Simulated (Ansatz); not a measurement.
Take GaN in the zinc blende structure (space group F-43m, No. 216) as the base.

```
GaN
1.0
    0.00000     2.24908     2.24908
    2.24908     0.00000     2.24908
    2.24908     2.24908     0.00000
N Ga
1 1
Direct
  0.75000   0.75000   0.75000
  0.00000   0.00000   0.00000
```

The values are results of Ansatz (a program for electronic structure) r2SCAN, no SOC, earlier PAW set, not measurements.

Base values:

| Quantity | Result |
|---|---|
| Band gap | 2.17 eV |
| Lattice parameter a | 4.498 Å |

Perturbation: a hydrostatic pressure of 1.5 GPa.

Task: What happens to the band gap and lattice parameter a?

Result: The band gap increases by 0.05 eV to 2.22 eV; the lattice parameter a decreases by 0.011 Å, from 4.498 Å to 4.487 Å.

Load acts through the strain it causes; cell and atoms are relaxed under it. No phonon test of stability was made. This is not the structure that GaN has at room temperature and ambient pressure.
